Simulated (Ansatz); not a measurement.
Consider InSb in the zinc blende structure (space group F-43m, No. 216; a = 6.556 Å). Axes: x, y, z lie along the cube axes.

Computed with Kohn–Sham DFT with the r2SCAN functional, run in Ansatz (an electronic-structure program) with PAW and 500 eV plane waves, scalar-relativistic without spin-orbit coupling.

For the base:

The pressure comes out as 0.0 GPa and the shortest interatomic distance comes out as 2.839 Å.

Perturbation: biaxial strain +3.00 %, plane normal [001], relaxed out of plane (Cartesian); in-plane vectors clamped, the third vector and the atoms free.

Problem. What happens to the pressure, energy relative to the base and shortest interatomic distance?

Solution. The pressure (mean of the normal stresses, compression positive) goes from zero to -1.1 GPa; the energy increases by 11 meV/atom; the shortest interatomic distance increases by 0.0276 Å to 2.866 Å.

No phonon test of stability was made. The final runs are not spin-polarised. Gaps under 0.05 eV, about the width of the smearing, are given as zero.
